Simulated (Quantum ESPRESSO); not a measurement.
# Pressure against volume in fcc Al (space group 225) (Quantum ESPRESSO, PBE)

```yaml
crystal:
  lattice:
    - [0.00000, 1.98899, 1.98899]
    - [1.98899, 0.00000, 1.98899]
    - [1.98899, 1.98899, 0.00000]
  atoms:
    - { symbol: Al, position: [0.00000, 0.00000, 0.00000] }
```

Computed with PBE, GBRV 1.5 ultrasoft (PBE) pseudopotentials (plane waves; Quantum ESPRESSO 7.5). Settings: ecutwfc = 52 Ry; ecutrho = 260 Ry; occupations = smearing; smearing = fermi-dirac; degauss = 0.0036749 Ry; potentials = {Al: al_pbe_v1.uspp.F.UPF}; K_POINTS = automatic 25 25 25 0 0 0; conv_thr = 1e-10 Ry. The cell above is the first row's. The rows scale it uniformly. In all rows the k mesh is held.

```csv
V (Å^3/atom),P (GPa)
15.737,?
16.079,2.08
16.422,0.33
16.764,-1.23
17.106,-2.61
17.448,-3.84
17.790,-4.91
18.132,-5.86
18.474,-6.69
```

Fit P against V with a cubic, and predict the withheld value at V = 15.737.

With u = V - 17.3, the rows have u = -1.2210, -0.8780, -0.5360, -0.1940, 0.1480, 0.4900, 0.8320, 1.1740. Least squares gives P = -3.325 - 3.5451·u + 0.6489·u² - 0.0601·u³. Residuals (row less fit): 0.000, 0.001, -0.001, 0.002, -0.004, 0.003, 0.000, 0.000; standard error 0.003 (degrees of freedom: 4). The fitted pressure is zero at V0 = 16.49, where dP/dV = -4.713, so B0 = -V0·dP/dV = 77.7 GPa. At the withheld row, u = -1.5630, so P = -3.325 - 3.5451 × (-1.5630) + 0.6489 × (-1.5630)² - 0.0601 × (-1.5630)³ = 4.031 GPa. The calculation gives 4.05 GPa, 0.019 GPa above the prediction (0.2 % of the range of P in the table). The row lies outside the fitted rows, so this is an extrapolation. From the scatter of the fitted rows alone, a prediction at this place has a standard error of 0.008 GPa, so the miss is 2.3 times that.

Carrying the step between the two nearest rows on in a straight line would have given 3.82, off by 0.23; series whose last step already gives the withheld value aren't shown. The scan was laid around a cell of about the measured size, scaled by a guess for this functional. Cutoffs and mesh are single choices, not tested for convergence of this quantity. Series with a scatter that would blur these digits, or in which a gap closes, are not shown.
